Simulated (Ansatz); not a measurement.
Ni (model structure, started from the simple cubic type, Pm-3m, No. 221, 1 atom in the cell), treated with r²SCAN (Ansatz, a program for electronic structure, plane waves, PAW).

Numerical settings: plane-wave cutoff 560 eV, 24×24×24 k mesh, Fermi–Dirac smearing 0.05 eV, spin-polarised with parallel moments, scalar-relativistic PAW data made under PBE.

Cell (relaxed at this level):

```cif
data_Ni
_chemical_formula_sum 'Ni1'
_space_group_name_H-M_alt 'P 1'
_space_group_IT_number 1
_cell_length_a 2.30523
_cell_length_b 2.30523
_cell_length_c 2.30523
_cell_angle_alpha 90.000
_cell_angle_beta 90.000
_cell_angle_gamma 90.000
loop_
_space_group_symop_operation_xyz
  'x, y, z'
loop_
_atom_site_label
_atom_site_type_symbol
_atom_site_fract_x
_atom_site_fract_y
_atom_site_fract_z
_atom_site_occupancy
Ni1 Ni 0.00000 0.00000 0.00000 1
```
Starting moments (μB, in the order of the record's atoms Ni): 2.0.

Q: Predict the bulk modulus B0.

A: 
- bulk modulus B0: 158 GPa

The run finds no gap.

Note: the magnetic order was assumed, not searched for or taken from measurement; the bulk modulus is −V dP/dV from two relaxed cells at ±2 % in volume; the relaxation could raise the start's symmetry but not lower it, so the cell can be a saddle point.

Static lattice: no zero-point or thermal effects.

It cost about 50 core-seconds (a rough figure) of CPU time.

A model structure was made by putting elements into a prototype or built by hand; it is no filed structure, need not be a known phase, and can be a saddle point held by its symmetry.
